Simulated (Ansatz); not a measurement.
Take SiC in the zinc blende structure (space group F-43m, No. 216; a = 4.356 Å) as the base.

Calculations: r2SCAN, PAW, 500 eV (Ansatz, a first-principles code; without spin-orbit coupling).

Strains are applied to the cell and any free atomic positions relax.

One change was made to it. Results:

```tsv
quantity	base	after
energy relative to the base (free energy F)	0 meV/atom	+25 meV/atom
smallest direct gap	5.05 eV	4.97 eV
```

Name the change that was made.
(A) isotropic strain +0.50 %
(B) isotropic strain +2.00 %
(C) isotropic strain +2.50 %
(D) isotropic strain +1.00 %
(E) isotropic strain +1.50 %

B, isotropic strain +2.00 %. For comparison, the energy relative to the base in the other runs: isotropic strain +2.50 % gives +38 meV/atom; isotropic strain +0.50 % gives +1.6 meV/atom; isotropic strain +1.50 % gives +14 meV/atom; isotropic strain +1.00 % gives +6.4 meV/atom.

No phonon test of stability was made.
